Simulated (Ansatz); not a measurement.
The starting structures come from a database of crystals and need not be the phases stable at ambient conditions.

By PBEsol, the system below comes out a metal.

The ballistic (Sharvin) conductance counts the channels at the Fermi level: G/A = (e²/h) × channels of both spins per area.

Input:

```xyz
2
Lattice="4.1505 0.0000 0.0000 -2.0753 3.5944 0.0000 2.0753 1.1981 3.3224" Properties=species:S:1:pos:R:3 pbc="T T T"
In     0.0000     2.3963     1.6612
As     0.0000     0.0000     0.0000
```

Space group of this cell: R-3m. The cell is strained (lengths across the current scaled by 1.02, ions clamped); by PBEsol its mean pressure is -5.3 GPa.

The current flows along the normal of the first two printed cell vectors, the (111) (indices of the unstrained crystal) plane of the conventional cell. No spin-orbit coupling; the value is a mean over 0.1 eV about the Fermi level.

Task: Estimate the ballistic conductance per area that PBEsol in Ansatz (an electronic-structure program) returns for this system.

Result: 0.88 × 10¹⁵ S/m² for both spins.
